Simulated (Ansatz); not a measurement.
Consider ZnS in the zinc blende structure (space group F-43m, No. 216; a = 5.357 Å). Axes: x, y, z lie along the cube axes.

Calculations: Ansatz (a first-principles code), PBEsol, PAW, cutoff 420 eV, scalar-relativistic without spin-orbit coupling.

For the base:

```
Quantity                            Result
---------------------  -------------------
Valence-band top at Γ  0.00, 0.00, 0.00 eV
```

Modification: uniaxial stress, 0.5 GPa tension along x, with the cell and atoms free to relax against it.

Problem. Estimate the effect on the valence-band top at Γ.

Solution. The valence-band top at Γ (three highest levels, from the VBM) goes from 0.00, 0.00, 0.00 eV to 0.00, 0.00, -0.04 eV.

Problem. Estimate the effect on the strain response.

Solution. The strain response (xx, yy, zz) comes out as (+0.84, −0.32, −0.32) %.

The levels and masses belong to the bands next to the band gap. Beyond what the load breaks, stability against distortions was not tested.
